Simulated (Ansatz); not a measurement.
Pressure series in Al2Cu

The parent structure is Al2Cu (space group I4/mcm, No. 140; a = 6.060 Å, c = 4.875 Å).

Cell and atoms are relaxed at each pressure.

The values are results of Ansatz (an electronic-structure program) PBE, scalar-relativistic without spin-orbit coupling, not measurements.

```
pressure (GPa)  volume per atom (Å³/atom)
--------------  -------------------------
-2                                 15.233
-1                                      ?
0                                  14.915
0.9                                14.784
4.5                                14.314
9                                  13.822
15                                 13.282
22.5                               12.732
30                                 12.278
```

Task: Fit the third-order Birch–Murnaghan form P(V) = (3B₀/2)[(V₀/V)^(7/3) − (V₀/V)^(5/3)]·[1 + (3/4)(B₀′ − 4)((V₀/V)^(2/3) − 1)] (squares taken in P) to the rows shown and predict the withheld row.

Result: Least squares on the printed values gives V₀ = 14.916 Å³/atom, B₀ = 99.8 GPa, B₀′ = 4.4; this predicts 15.069 Å³/atom, and the run gives 15.069 Å³/atom, in agreement.

Load acts through the strain it causes; cell and atoms are relaxed under it. No phonon test of stability was made. Competing high-pressure phases were not computed. The final runs are not spin-polarised.
